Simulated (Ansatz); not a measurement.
## Pressure series in Ta

Start from Ta in the bcc (W type) structure (space group Im-3m, No. 229; a = 3.305 Å).

Cell and atoms are relaxed at each pressure.

All numbers come from r2SCAN/PAW in Ansatz (a program for electronic structure), no spin-orbit coupling, earlier PAW set.

```csv
pressure (GPa),volume per atom (Å³/atom)
-2,18.233
-1,18.141
0,18.052
1.8,17.896
4.2,17.698
18,?
30,16.036
45,15.316
60,14.707
```

Fit the third-order Birch–Murnaghan form P(V) = (3B₀/2)[(V₀/V)^(7/3) − (V₀/V)^(5/3)]·[1 + (3/4)(B₀′ − 4)((V₀/V)^(2/3) − 1)] (squares taken in P) to the rows shown and predict the withheld row.

Least squares on the printed values gives V₀ = 18.052 Å³/atom, B₀ = 207 GPa, B₀′ = 3.4; this predicts 16.726 Å³/atom, and the run gives 16.722 Å³/atom, 0.004 lower.

Measured bulk modulus of Ta: 198 GPa (static lattice; corrected from measurement; as listed in H. Levämäki et al., Physical Review B (2014)); the computed value is 5 % above it.

Load acts through the strain it causes; cell and atoms are relaxed under it. No phonon test of stability was made. No other phases were tried under pressure. The final runs are not spin-polarised.
